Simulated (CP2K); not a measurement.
Band structure of Sr₂CuO₃ (Cmcm, 12 atoms in the cell).

```xyz
12
Lattice="7.1403 0.0000 0.0000 -5.0231 5.0747 0.0000 0.0000 0.0000 5.6028" Properties=species:S:1:pos:R:3 pbc="T T T"
Sr    -0.5718     3.2176     4.2021
Sr     2.6890     1.8571     1.4007
Sr     5.7703     0.5716     1.4007
Sr    -3.6531     4.5031     4.2021
Cu    -2.1698     3.8843     1.4007
Cu     4.2870     1.1904     4.2021
O      3.5701     0.0000     2.8014
O      3.5701     0.0000     0.0000
O     -2.5115     2.5373     2.8014
O     -2.5115     2.5373     0.0000
O     -4.1822     4.7239     1.4007
O      6.2994     0.3508     4.2021
```

Computed with LDA (Pade form), GPW, DZVP-MOLOPT-SR-GTH basis, GTH-PADE potentials (GTH_POTENTIALS) run with CP2K.

Settings: CUTOFF = 600 Ry; REL_CUTOFF = 50 Ry; SMEAR/METHOD = METHFESSEL_PAXTON; SIGMA = 0.1 eV; KPOINTS/SCHEME = MACDONALD 3 3 3 0.1666666667 0.1666666667 0.1666666667; XC_FUNCTIONAL = PADE; Sr/BASIS_SET = DZVP-MOLOPT-SR-GTH; Sr/POTENTIAL = GTH-PADE-q10; Cu/BASIS_SET = DZVP-MOLOPT-SR-GTH; Cu/POTENTIAL = GTH-PADE-q11; O/BASIS_SET = DZVP-MOLOPT-SR-GTH; O/POTENTIAL = GTH-PADE-q6; METHOD = GPW; EPS_DEFAULT = 1e-10.

The starting cell comes from a database of computed structures (which also holds hypothetical and non-ambient phases and stackings), without a prior relaxation at this level. Spin polarisation is off, so a magnetic state, if there is one, cannot be reached. Values carry the incompleteness of an atom-centred basis. The run gives no clean gap (levels at the Fermi energy touch, overlap or are partly filled at this smearing), which alone does not show that the compound is a metal.

Levels in eV from the Fermi level, bands 46 to 51:
| point | 46 | 47 | 48 | 49 | 50 | 51 |
|---|---|---|---|---|---|---|
| Γ | -1.02 | -0.90 | -0.63 | -0.18 | -0.01 | 1.77 |
| X | -0.79 | -0.53 | -0.38 | -0.25 | 0.59 | 1.13 |
| S | -0.81 | -0.61 | -0.32 | 0.16 | 0.20 | 1.19 |
| R | -1.31 | -1.18 | -1.18 | -0.04 | -0.04 | 1.57 |
| A | -1.23 | -1.15 | -1.15 | -0.02 | -0.02 | 1.53 |
| Z | -1.40 | -0.52 | -0.52 | 0.20 | 0.20 | 1.20 |
| Y | -0.88 | -0.87 | -0.74 | -0.37 | 0.62 | 0.93 |
| X1 | -0.79 | -0.53 | -0.38 | -0.25 | 0.59 | 1.13 |
| A1 | -1.23 | -1.15 | -1.15 | -0.02 | -0.02 | 1.53 |
| T | -1.43 | -0.44 | -0.44 | 0.21 | 0.21 | 1.05 |

Bands cross the Fermi level along this path, so the cell is metallic at this level.

Higher empty bands are left out: an atom-centred basis made for the valence describes them poorly.
